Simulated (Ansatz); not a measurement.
# A constructed model of the (100) surface of fcc Ir, a pseudomorphic layer of Pd in the host's stacking (bottom of the slab: a bare face, its two planes held)

Method: PBE (plane waves to 420 eV, PAW; Ansatz, a program for electronic structure).

Slab: 7 atoms, 11.9 Å thick at the start; k 14x14x1, smearing 0.1 eV, dipole-corrected; 2 atoms held, the rest relaxed; held to the start's symmetry, so lower structures may exist; no spin, no spin-orbit, no U. It is one candidate, not shown to be the stable structure of the face.

```json
{
 "work_function_of_the_top_face": "4.88 eV",
 "energy_released_by_relaxation": "0.19 eV",
 "cost": "very roughly 2.5 core-minutes"
}
```
